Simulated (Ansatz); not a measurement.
Data:

```yaml
crystal:
  lattice:
    - [4.69761, 0.00000, 0.00000]
    - [2.34880, 4.06825, 0.00000]
    - [2.34880, -1.35608, 3.70891]
  atoms:
    - { symbol: Te, position: [0.00000, 0.50000, 0.50000] }
    - { symbol: Pb, position: [0.00000, 0.00000, 0.00000] }
```

No spin polarisation.

Level of theory: r2SCAN (Ansatz, an electronic-structure program, PAW, no SOC). Settings: 9×9×9 k-points, 0.05 eV Fermi–Dirac smearing.

Question: What gap character does the calculation give?

Answer: Indirect, L → T.

Question: Predict the mean in-plane stress (compression positive).

Answer: -1.0 GPa.

Question: Estimate the electron mass.

Answer: 0.38 mₑ along k, 0.12 mₑ across (at L).

With Pb and Te present, leaving out spin-orbit coupling can change the band edges. The cells carry an imposed strain or load. Masses are band curvatures over ±0.01 Å⁻¹ around the edge. Along k means along the line from Γ to the band edge. Stability against distortions was not tested. The cell was made from PbTe in the rock salt structure (space group Fm-3m, No. 225) by this change: biaxial strain +1.67 %, plane normal [111], relaxed out of plane.
